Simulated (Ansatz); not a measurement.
# A computed series for hypothetical rock salt BeS: response to strain

The reference is BeS in the rock salt structure (space group Fm-3m, No. 225; a = 4.5900 Å; a hypothetical phase, not in the database extracts checked). Axes: x, y, z lie along the cube axes.

Strains are applied to the cell and any free atomic positions relax; under biaxial strain the out-of-plane vector relaxes too.

Calculations: plane-wave PAW DFT at the PBEsol level (Ansatz, a first-principles code, 420 eV), no spin-orbit coupling.

Base values:

```
Item       Result
--------  -------
Band gap  0.95 eV
```

Q: The aim is a band gap between 0.60 eV and 0.64 eV. Which of these changes reaches it?
A. tensor shear ε_xy = −0.97 %
B. biaxial strain −3.51 %, plane normal [001], relaxed out of plane
C. tensor shear ε_yz = −3.56 %

A: B, biaxial strain −3.51 %, plane normal [001], relaxed out of plane. It gives 0.62 eV; tensor shear ε_yz = −3.56 % gives 0.32 eV; tensor shear ε_xy = −0.97 % gives 0.82 eV. Changes not listed may reach it too

Whether these cells are dynamically stable was not tested.
